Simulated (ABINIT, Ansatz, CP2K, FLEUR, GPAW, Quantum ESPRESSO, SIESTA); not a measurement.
# PbF2 (Fm-3m, 3 atoms in the cell) computed with different codes at matched settings

Self-consistent single point.

```xyz
3
Lattice="0.0000 2.9700 2.9700 2.9700 0.0000 2.9700 2.9700 2.9700 0.0000" Properties=species:S:1:pos:R:3 pbc="T T T"
Pb     0.0000     0.0000     0.0000
F      1.4850     1.4850     1.4850
F      4.4550     4.4550     4.4550
```

All programs got the same cell, k-point mesh and kind of occupations (in Ansatz's words: kpoints.mp_grid.grid = 7 7 7; scf.occupations.method = fermi_dirac; scf.occupations.width = 0.0015 Ry); potentials, basis and cutoffs are each program's usual ones.

| code | model | pressure (GPa) | gap on the mesh (eV) | k-points | cutoff |
|---|---|---|---|---|---|
| ABINIT | PBE, PAW (JTH v2.0 PBE PAW) | 1.76 | 4.462 | 20 | 653 eV |
| Ansatz | PBE, default PAW files | 1.72 | 4.465 | 20 | default |
| CP2K | PBE, GPW, DZVP-MOLOPT-SR-GTH basis, GTH-PBE potentials (GTH_POTENTIALS) | 2.30 | 4.396 | 172 | grid 550 Ry |
| FLEUR | PBE, all-electron FLAPW (FLEUR), scalar-relativistic valence | – | 4.465 | 20 | Kmax 4.5 1/bohr |
| Quantum ESPRESSO | PBE, SSSP 1.1.2 efficiency (PBE) pseudopotentials | 2.19 | 4.460 | 20 | 55 Ry |
| SIESTA | GGA PBE, numerical atomic orbitals TZP, PseudoDojo PBE standard norm-conserving potentials (rewritten from UPF to PSML) | -0.43 | 4.393 | 172 | grid 350 Ry |
| GPAW | PBE, GPAW PAW datasets PBE (gpaw-data 1.0.1) | – | 4.396 | 20 | 950 eV |

A dash marks a value that a program does not give, or that is left out as unsure.

Gaps are read on the mesh.

The spread over the programs that give each value: pressure within 2.73 GPa; gap on the mesh within 0.072 eV.

The starting cell has typed, rounded lattice constants, without a prior relaxation at this level. On Ansatz's run: Spin-orbit coupling is off.

**Question.** Why do the programs differ, and what cannot be compared?

**Answer.** Differences of this kind can come from the potentials, where these differ, and from what each basis and cutoff leave unconverged. The valence holds different numbers of electrons (ABINIT 28, Ansatz (a program for electronic structure) 28, CP2K 18, FLEUR 34, Quantum ESPRESSO 28, SIESTA 28, GPAW 28). The zero of total energies and Fermi levels follows the potentials and each program's conventions, so they are not compared here. CP2K and SIESTA use small atom-centred bases, whose incompleteness enters pressures, forces and empty levels differently from a plane-wave cutoff. FLEUR treats all electrons, but the usual bases taken here (sphere radii, linearisation, local orbitals, empty states) were not tested for convergence, so the values are no reference for the others. Ansatz's pressure is given at a fixed set of plane waves, as the other plane-wave codes print theirs; with its correction for the finite basis it is 2.19 GPa (the shift of 0.46 GPa shows how far the cutoff is from converged). Ansatz's smearing width was typed in Ry to four decimals, so it matches the others to a few per cent. The pressure of GPAW is left out: its cutoff lies under the one at which its stress was checked. The programs reduce the same mesh by symmetry to different extents, which changes the work and not the result. In the pressure, SIESTA (by 2.19) lies more than 1 GPa from the median of the plane-wave programs.

Left out of this page: Elk (unsound by tests on forces, stress, charge or solver warnings).

Keys are those of Ansatz 0.2.
